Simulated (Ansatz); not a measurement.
Start from C in the diamond structure (space group Fd-3m, No. 227; a = 3.560 Å). Axes: x, y, z lie along the cube axes.

Level of theory: r2SCAN (Ansatz, a first-principles code), no SOC.

Strains are applied to the cell and any free atomic positions relax; under biaxial strain the out-of-plane vector relaxes too; under stress the whole cell relaxes.

One change was made to it. Results:

```json
[
 {"quantity": "energy relative to the base (free energy F)", "base": "0 meV/atom", "after": "+32 meV/atom"},
 {"quantity": "valence-band top at Γ (three highest levels, from the VBM)", "base": "0.00, 0.00, 0.00 eV", "after": "0.00, -0.19, -0.23 eV"},
 {"quantity": "smallest direct gap", "base": "5.90 eV", "after": "5.30 eV"}
]
```

**Question.** Which of these changes matches the shifts?
A. uniaxial stress, 3 GPa tension along z
B. biaxial strain +2.46 %, plane normal [110], relaxed out of plane
C. biaxial strain −3.00 %, plane normal [110], relaxed out of plane
D. strain tensor (xx, yy, zz, yz, xz, xy) = (−1.25, −2.10, −1.21, −0.75, +0.12, −1.59) %

**Answer.** D, strain tensor (xx, yy, zz, yz, xz, xy) = (−1.25, −2.10, −1.21, −0.75, +0.12, −1.59) %. For comparison, the energy relative to the base in the other runs: uniaxial stress, 3 GPa tension along z gives +0.1 meV/atom; biaxial strain −3.00 %, plane normal [110], relaxed out of plane gives +43 meV/atom; biaxial strain +2.46 %, plane normal [110], relaxed out of plane gives +26 meV/atom.

A biaxial case was relaxed in a doubled cell and then solved in the primitive one. Beyond what the load breaks, stability against distortions was not tested.
